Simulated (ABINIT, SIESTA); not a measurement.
A SIESTA input for a self-consistent single point of CaClF (P4/nmm, 6 atoms in the cell) (DFT, LDA PW92, numerical atomic orbitals TZP, PseudoDojo LDA standard norm-conserving potentials (rewritten from UPF to PSML)):

```
# files in the folder: Ca.psml Cl.psml F.psml (PseudoDojo LDA standard)
SystemName  CaClF
SystemLabel siesta

NumberOfAtoms                6
NumberOfSpecies              3
%block ChemicalSpeciesLabel
  1 20 Ca
  2 17 Cl
  3 9 F
%endblock ChemicalSpeciesLabel
LatticeConstant              1.0 Ang
%block LatticeVectors
     3.870655000    0.000000000    0.000000000
     0.000000000    3.870655000    0.000000000
     0.000000000    0.000000000    6.832356000
%endblock LatticeVectors
AtomicCoordinatesFormat      ScaledCartesian
%block AtomicCoordinatesAndAtomicSpecies
     0.000000000    1.935327500    5.498885079  1
     1.935327500    0.000000000    1.333470921  1
     1.935327500    0.000000000    4.407552856  2
     0.000000000    1.935327500    2.424803144  2
     1.935327500    1.935327500    0.000000000  3
     0.000000000    0.000000000    0.000000000  3
%endblock AtomicCoordinatesAndAtomicSpecies

XC.functional                LDA
XC.authors                   PW92
PAO.BasisSize                TZP
PAO.EnergyShift              0.01 Ry
MeshCutoff                   300 Ry
%block kgrid.MonkhorstPack
    7   0   0  0.0
    0   7   0  0.0
    0   0   4  0.0
%endblock kgrid.MonkhorstPack
OccupationFunction           FD
ElectronicTemperature        0.05 eV

MaxSCFIterations             150
SCF.Mixer.Method             Pulay
SCF.Mixer.Weight             0.1
SCF.Mixer.History            8
SCF.DM.Tolerance             1.0E-04
Diag.ParallelOverK           true
WriteForces                  true
```

Question: Translate this input to ABINIT.

Answer: One input that does it (others would too):

```
# CaClF, PseudoDojo nc-sr-04 LDA standard
pp_dirpath "./"
pseudos "Ca.upf, Cl.upf, F.upf"
acell 3.8706550000 3.8706550000 6.8323560000 Angstrom
rprim
         1.0000000000    0.0000000000    0.0000000000
         0.0000000000    1.0000000000    0.0000000000
         0.0000000000    0.0000000000    1.0000000000
natom 6
ntypat 3
znucl 20 17 9
typat 1 1 2 2 3 3
xred
         0.0000000000    0.5000000000    0.8048300000
         0.5000000000    0.0000000000    0.1951700000
         0.5000000000    0.0000000000    0.6451000000
         0.0000000000    0.5000000000    0.3549000000
         0.5000000000    0.5000000000    0.0000000000
         0.0000000000    0.0000000000    0.0000000000
ecut 1143 eV
occopt 3
tsmear 0.05 eV
nband 31
kptopt 1
ngkpt 7 7 4
nshiftk 1
shiftk 0 0 0
nstep 100
tolvrs 1.0e-12
prtwf 0
prtden 0
enunit 2
```

Basis settings and potentials, where a program has them, do not carry over. This input uses DFT, LDA (PW92), plane waves, norm-conserving pseudopotentials (PseudoDojo nc-sr-04 LDA standard). LDA parametrisations can differ slightly between programs.

The starting cell comes from a database of computed structures (which also holds hypothetical and non-ambient phases and stackings), without a prior relaxation at this level. Its lattice was rescaled by a random factor within 2.5 % of one.
